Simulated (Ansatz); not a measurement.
The parent structure is WSi2 (space group I4/mmm, No. 139; a = 3.2029 Å, c = 7.8165 Å).

Levels (all Ansatz, a program for electronic structure, PAW, earlier PAW set): PBEsol (420 eV, no spin-orbit coupling); r2SCAN (500 eV, no SOC).

The geometry is relaxed with PBEsol.

```
Property          Result
---------------  -------
PBEsol pressure  0.0 GPa
```

Problem. Predict the pressure from r2SCAN.

Solution. The pressure goes from zero to 0.9 GPa.

Single points use the geometry relaxed with PBEsol. Their cutoffs differ, which shifts pressures a little. No phonon test of stability was made. The final runs are not spin-polarised.
